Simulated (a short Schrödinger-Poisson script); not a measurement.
**Symmetric double-gate stack, Al2O3 on p-type Si(100)**

Stack: symmetric double-gate stack, Al2O3 on p-type Si(100), at 300 K.

```csv
layer,material,thickness (nm),Na (cm⁻³)
1,Al2O3,6,-
2,Si,3,1e18
3,Al2O3,6,-
```

Constants are typed, rounded textbook-type inputs, not results; the design itself was drawn at random and stands for no fabricated device. Al2O3: permittivity 9, conduction-band edge (eV) 2.7, gap (eV) 6.8, electron mass (mₑ) 0.3. Si: permittivity 11.7, conduction-band edge (eV) 0, gap (eV) 1.124, Nv at 300 K (cm⁻³) 3.1e19.

Channel valleys (confinement mass, in-plane density-of-states mass, number): Δ2 0.916, 0.19, 2; Δ4 0.19, 0.417, 4. At the gates, both at one voltage, the conduction-band edge of layer 1 lies 3.05 eV − eVg above the Fermi level of the channel. Gaps are held at their typed values at every temperature. Mesh 0.03 nm at interfaces.

Solved with a short Schrödinger-Poisson script written for these runs: 1D Poisson equation in equilibrium, electrons quantum, Hartree (BenDaniel-Duke, 12 states a valley, the channel's in-plane mass for all, wave functions free to enter the dielectric), parabolic valleys, classical holes, full ionisation, no traps, pinning or gate leakage.

```
Vg (V)  electrons (cm⁻²)  C (μF/cm²)  Δ2 E0 (meV)  Δ2 E1 (meV)  Δ4 E0 (meV)  Δ4 E1 (meV)
------  ----------------  ----------  -----------  -----------  -----------  -----------
0.1               2.64e7     < 0.003        311.2        435.2        415.4        852.7
0.2               1.26e9     0.00793        211.2        335.3        315.5        752.8
0.3              5.25e10       0.290        114.7        238.7        218.9        656.1
0.4              5.91e11        1.42         50.7        173.8        154.7        590.8
0.5              1.65e12        1.89         21.3        142.9        124.9        558.9
0.6              2.88e12        2.05          3.7        123.4        106.7        538.3
0.7              4.19e12        2.13         -9.3        108.6         93.2        522.3
0.8              5.54e12        2.18        -19.7         96.2         82.2        508.8
0.9              6.91e12        2.21        -28.6         85.4         72.9        496.9
1                8.30e12        2.24        -36.3         75.8         64.7        486.2
1.1              9.70e12        2.26        -43.1         67.1         57.4        476.4
1.2              1.11e13        2.28        -49.1         59.2         50.9        467.4
1.3              1.26e13        2.30        -54.6         52.0         45.0        459.1
1.4              1.40e13        2.31        -59.4         45.4         39.7        451.3
1.5              1.54e13        2.33        -63.9         39.2         34.9        444.0
1.6              1.69e13        2.34        -67.9         33.4         30.5        437.2
1.7              1.84e13        2.35        -71.6         28.0         26.4        430.8
1.8              1.98e13        2.36        -75.0         22.9         22.6        424.7
```

Gate voltages with under 1e6 electrons/cm² are left out.

Subbands count from the Fermi level. The capacitance is that of both gates.
